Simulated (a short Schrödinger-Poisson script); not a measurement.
Structure: MOS inversion layer, Al2O3 on p-type Si(100), at 300 K.

```csv
layer,material,thickness (nm),Na (cm⁻³)
1,Al2O3,5.1,-
2,Si,300,2e18
```

The device is made up for the run: typed textbook-type constants, with dimensions and the other settings drawn at random. Al2O3: permittivity 9, conduction-band edge (eV) 2.7, gap (eV) 6.8, electron mass (mₑ) 0.3. Si: permittivity 11.7, conduction-band edge (eV) 0, gap (eV) 1.124, Nv at 300 K (cm⁻³) 3.1e19.

Channel valleys (confinement mass, in-plane density-of-states mass, number): Δ2 0.916, 0.19, 2; Δ4 0.19, 0.417, 4. At the gate the conduction-band edge of layer 1 lies 2.82 eV − eVg above the Fermi level of the channel; the field vanishes at the back. Gaps are held at their typed values at every temperature. Mesh 0.03 nm at interfaces.

Solved with a short Schrödinger-Poisson script written for these runs: 1D Poisson equation in equilibrium, electrons classical, Boltzmann, parabolic valleys, classical holes, full ionisation, no traps, pinning or gate leakage.

The same stack at other levels of the model or other numerical settings:

```csv
run,sheet density of all electrons at Vg = 2.1 V (cm⁻²),sheet density of all electrons at Vg = 0.9 V (cm⁻²),capacitance at Vg = 2.1 V (μF/cm²),centroid of the channel electrons at Vg = 2.1 V (nm),rough cost against the base
base,1.31e13,2.12e12,1.51,0.23,about 1
"electrons treated as classical, Fermi-Dirac",1.24e13,2.02e12,1.44,?,6
"electrons treated as quantum, Hartree",1.07e13,1.02e12,?,1.08,40
mesh six times as coarse,?,2.03e12,1.49,0.32,0.7
```

Question: Fill in the missing entries.

Answer: 
- electrons treated as quantum, Hartree, capacitance at Vg = 2.1 V (μF/cm²): 1.36
- electrons treated as classical, Fermi-Dirac, centroid of the channel electrons at Vg = 2.1 V (nm): 0.40
- mesh six times as coarse, sheet density of all electrons at Vg = 2.1 V (cm⁻²): 1.28e13

The classical rows ignore confinement, and Boltzmann statistics overrate the density once the band edge passes the Fermi level.
